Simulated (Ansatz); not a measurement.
Input and output of a self-consistent single point for a (001) slab of CdF2 (cut from a parent of space group no. 225; 12 atoms in the cell) (Ansatz, a program for electronic structure).

Method: LDA (PW92), PAW files made with PBE (plane waves; Ansatz).

```
CdF2
1.0
    3.84470     0.00000     0.00000
   -3.84470     3.84470     0.00000
    0.00000     0.00000    25.45180
Cd F
4 8
Direct
  0.00000   0.00000   0.47347
  0.00000   0.50000   0.36737
  0.00000   0.00000   0.68568
  0.00000   0.50000   0.57958
  0.50000   0.00000   0.42042
  0.50000   0.50000   0.42042
  0.50000   0.50000   0.31432
  0.50000   0.00000   0.31432
  0.50000   0.00000   0.63263
  0.50000   0.50000   0.63263
  0.50000   0.50000   0.52653
  0.50000   0.00000   0.52653
```

Reference input (self-consistent single point, DFT, LDA (PW92), plane waves, PAW files made with PBE): basis.ecutwfc = 420 eV; kpoints.mp_grid.grid = 5 5 1; hamiltonian.xc = lda; hamiltonian.pseudopotentials = {kind: paw} (the program's default PAW files); scf.occupations.method = cold; scf.occupations.width = 0.136 eV. This run's input differs from it in these lines:

Ansatz 0.2 input:
```diff
@@ -21,3 +21,3 @@
 kpoints:
-  mp_grid: { grid: [5, 5, 1] }
+  mp_grid: { grid: [6, 6, 1] }
 hamiltonian:
@@ -26,3 +26,3 @@
 scf:
-  occupations: { method: cold, width: 0.136 }
+  occupations: { method: cold, width: 0.1 }
 output:
```

Output (repeated stretches shortened):

```
SCF iter   1: F=—  HF=-38829.588860 eV  |F-HF|=—  |Δ(HF+E_count)|=         —  Δρ=7.30e-2  dr2=5.35e1  ethr=3.10e-3  ⟨swp⟩=6.4  Hψ=3162  notcnv=0  defer=15
all-band conjugate gradients solve this SCF's bands
preconditioner: auto → Resta (q_TF=auto, 2.303 Å⁻¹)
SCF iter   2: F=—  HF=-38856.442466 eV  |F-HF|=—  |Δ(HF+E_count)|=    2.69e1  S|Δr|=    0.00e0  Δρ=2.69e-1  dr2=2.62e3  ethr=3.10e-3  ⟨swp⟩=6.2  Hψ=1958  notcnv=0  defer=63  recentre
   [... lines left out ...]
SCF iter  16: F=—  HF=-38819.612678 eV  |F-HF|=—  |Δ(HF+E_count)|=   1.22e-7  S|Δr|=    0.00e0  Δρ=1.08e-5  dr2=6.99e-7  ethr=5.26e-9  ⟨swp⟩=2.0  Hψ=983  notcnv=0  defer=77
SCF iter  17: F=—  HF=-38819.612679 eV  |F-HF|=—  |Δ(HF+E_count)|=   2.10e-7  S|Δr|=    0.00e0  Δρ=5.80e-6  dr2=1.89e-7  ethr=5.14e-10  ⟨swp⟩=1.9  Hψ=924  notcnv=0  defer=77
SCF iter  18: F=-38819.612679 eV  HF=-38819.612679 eV  |F-HF|=5.10e-8  |Δ(HF+E_count)|=   5.77e-8  S|Δr|=    0.00e0  Δρ=2.74e-6  dr2=6.33e-8  ethr=7.35e-11  ⟨swp⟩=18.2  Hψ=4547  notcnv=0
SCF 1 converged in 18 iterations: F = -38819.612679 eV  dr2 = 6.33e-8
Stability not checked (fill_not_monotonic)
Free energy (F): -38819.612679 eV
Internal energy: -38819.612715 eV  (E = F + TS)
E sigma→0 (E₀):  -38819.612691 eV
Entropy (-TS):   0.000037 eV (0.003 meV/atom)
Fermi energy:    -1.355587 eV
--- Forces (eV/Å), atoms counted from 1 ---
  atom   1  Cd    -0.00000000    -0.00000000    -0.96320142
  atom   2  Cd    -0.00000000     0.00000000    -1.32821002
  atom   3  Cd    -0.00000000    -0.00000000    -1.35777191
  atom   4  Cd    -0.00000000     0.00000000    -1.01859454
   [... lines left out ...]
  atom  12  F      0.00000000     0.00000000     0.48002024
--- Stress (GPa, compression-positive) ---
       -3.748582      -0.000000      -0.000000
       -0.000000      -3.748582      -0.000000
       -0.000000      -0.000000      -3.294865
  P = ⅓ Tr σ = -3.5973 GPa (-35.973 kbar)
  The stress holds the Pulay correction. Without it, at fixed plane waves, as pw.x and ABINIT print it: P = -3.8418 GPa
```

The run converged in 18 iterations. Against the reference run the free energy stays essentially unchanged (within 1 meV/atom) and the largest force goes from 1.385 to 1.358 eV/Å.

The starting cell comes from a database of computed structures (which also holds hypothetical and non-ambient phases and stackings), without a prior relaxation at this level. The slab is cut from that crystal, and its faces are unrelaxed. Its lattice was rescaled in the plane by a random factor within 2.5 % of one. Spin polarisation is off, though cut faces can carry moments; the slab shows no gap. The two faces of this cut differ, and no dipole correction was used. Forces in this geometry exceed 1 eV/Å.

Cost on one core of a shared machine: roughly 30 s.
